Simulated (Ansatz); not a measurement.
# Mg2Ge under a change: Ge → Re

Base system: Mg2Ge in the anti-fluorite structure (space group Fm-3m, No. 225; a = 6.364 Å).

Modification: every Ge is replaced by Re, then cell and atoms are relaxed.

All numbers come from Ansatz (a program for electronic structure), PBEsol, PAW, cutoff 420 eV, no SOC, earlier PAW set. Γ-centred 13×13×13 mesh, Fermi–Dirac width 0.05 eV.

```yaml
volume_per_atom: 21.09 Å³ (base 21.48 Å³)
density: 6.16 g/cm³ (base 3.12 g/cm³)
lattice_parameter_a: 6.325 Å (base 6.364 Å)
space_group: Fm-3m (No. 225) (base Fm-3m (No. 225))
band_gap: zero (base 0.08 eV)
```

No phonon test of stability was made. As relaxed here, Mg2Re is a hypothetical phase, not in the database extracts checked. All final runs are without spin polarisation. An odd electron count without spin: Mg2Re. Mg2Re has a high density of states at the Fermi level and may be magnetic at this level. A zero or small gap of Mg2Ge can be the functional's error rather than a property of the material.
